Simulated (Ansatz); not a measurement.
The reference is PbS in the rock salt structure (space group Fm-3m, No. 225; a = 5.9027 Å).

Perturbation: Te takes the place of S on all its sites, then cell and atoms are relaxed.

Levels (all Ansatz, a quantum-chemistry and plane-wave program, PAW): PBEsol (420 eV, no spin-orbit coupling); r2SCAN (500 eV, without spin-orbit coupling); HSE06 (420 eV, without spin-orbit coupling).

At the geometry relaxed with PBEsol, these levels gave the following band gaps, in shuffled order: (a) 1.09 eV, (b) 1.00 eV, (c) 0.65 eV.

Task: Match each gap to its level.

Result: (a) HSE06; (b) r2SCAN; (c) PBEsol.

Single points use the geometry relaxed with PBEsol. HSE06 was sampled on its mesh, a few special points and the semilocal edge points, so its gap is an upper bound. Spin-orbit coupling, missing from the scalar runs, can matter with Pb and Te. Stability against distortions was not tested.
